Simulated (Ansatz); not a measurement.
BP under load (space group F-43m): band-edge transport data

Given:

```yaml
crystal:
  lattice:
    - [0.00000, 2.19982, 2.19982]
    - [2.19982, 0.00000, 2.19982]
    - [2.19982, 2.19982, 0.00000]
  atoms:
    - { symbol: B, position: [0.00000, 0.00000, 0.00000] }
    - { symbol: P, position: [0.25000, 0.25000, 0.25000] }
```

All values below come from PBE with spin-orbit coupling, rigid bands (plane waves, PAW; Ansatz, a first-principles code). Condition of this run: hydrostatic pressure of 16 GPa (compression positive) (the target of the relaxation). Cell: cell and atoms relaxed with PBEsol, then loaded as said.

- band gap: 1.09 eV
- electron conductivity mass (300 K, dilute): 0.34 mₑ
- hole conductivity mass (300 K, dilute): 0.44 mₑ
- effective density of states N_c (300 K): 4.7e19 cm⁻³
- effective density of states N_v (300 K): 2.8e19 cm⁻³
- density-of-states mass, electrons: 1.52 mₑ
- density-of-states mass, holes: 1.07 mₑ
- Seebeck coefficient, n-type 1e19 cm⁻³, 300 K: -346 μV/K
- best n-type power factor at 300 K for τ = 10 fs (best axis; densities from 1e16 to 1e21 cm⁻³ tried, whether or not they can be reached): 20 μW/(cm·K²) at 1e20 cm⁻³
- Seebeck coefficient, p-type 1e19 cm⁻³, 300 K: 332 μV/K
- best p-type power factor at 300 K for τ = 10 fs (best axis; densities from 1e16 to 1e21 cm⁻³ tried, whether or not they can be reached): 15.3 μW/(cm·K²) at 1e20 cm⁻³

Rigid bands; masses and Seebeck coefficients take one relaxation time τ for all states and one kind of carrier; polarons and phonon drag are left out. Geometry: cell and atoms relaxed with PBEsol.
